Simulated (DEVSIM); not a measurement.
Device: abrupt Si n-p junction, at 300 K.

Layer 1 from the left is Si, thickness (μm) 0.420, Nd (cm⁻³) 6.8e16, τn (s) 0.0008, τp (s) 0.0008. Layer 2 from the left is Si, thickness (μm) 14.0, Na (cm⁻³) 1.6e16, τn (s) 0.0008, τp (s) 0.0008.

Left contact: ohmic. Right contact: ohmic. Voltage is applied to the left contact. Recombination: SRH at mid-gap. Mobility is μmin + (μ − μmin)/(1 + (N/Nref)^α).

Constants are typed, rounded textbook-type inputs, not results; the design itself was drawn at random and stands for no fabricated device. Values at 300 K.

Si: gap (eV) 1.124, affinity (eV) 4.05, permittivity 11.7, Nc (cm⁻³) 2.86e19, Nv (cm⁻³) 3.1e19, μn (cm²/Vs) 1417, μp (cm²/Vs) 470, μn,min 52, μp,min 45, Nref,n 9.7e16, Nref,p 2.2e17, αn 0.68, αp 0.72.

Simulated with DEVSIM: 1D drift-diffusion, Boltzmann statistics, complete ionisation; no tunnelling, impact ionisation, image-force lowering or self-heating.

Dark forward current:

```csv
|V| (V),|J| (A/cm²)
0.05,5.340e-10
0.10,4.194e-9
0.15,2.937e-8
0.20,2.027e-7
0.25,1.396e-6
0.30,9.614e-6
0.35,6.619e-5
0.40,0.0004555
0.45,0.003134
0.50,0.02154
0.55,0.1474
0.60,0.9857
0.65,5.829
0.70,24.38
0.75,68.10
0.80,144.8
0.85,259.4
0.90,415.0
0.95,613.4
1.00,855.6
1.05,1142
1.10,1474
1.15,1850
1.20,2271
```

### Question
Work out the local ideality factor n = ΔV / (kT/q · ln(J2/J1)) between the rows 0.15 and 0.20 V, 1.15 and 1.20 V.

### Answer
kT/q = 25.85 mV. From 0.15 to 0.20 V: ln(2.027e-7/2.937e-8) = 1.932, n = 1.00, near the 1 of diffusion or emission over a barrier. From 1.15 to 1.20 V: ln(2271/1850) = 0.205, n = 9.43.

### Question
Estimate the current at 0.35 V from the Shockley equation with J0 = Σ q ni² D/(N L) coth(W/L), τ joining the SRH, radiative and Auger lifetimes that are on, and W taken as the whole layer.

### Answer
ni² = 1.16e20 cm⁻⁶; holes in the n layer: μ = 342 cm²/Vs, D = 8.85 cm²/s, τ = 0.000800 s, L = 841 μm, W/L = 0.00050, term 5.75e-11 A/cm²; electrons in the p layer: μ = 1110 cm²/Vs, D = 28.6 cm²/s, τ = 0.000800 s, L = 1510 μm, W/L = 0.0093, term 2.37e-11 A/cm². J0 = 8.12e-11 A/cm², and J = J0 exp(qV/kT) = 6.16e-5 A/cm². The simulation gives 6.62e-5 A/cm²; the estimate lies 6.9 % below. The estimate leaves out recombination in the depletion region and that region's share of W.
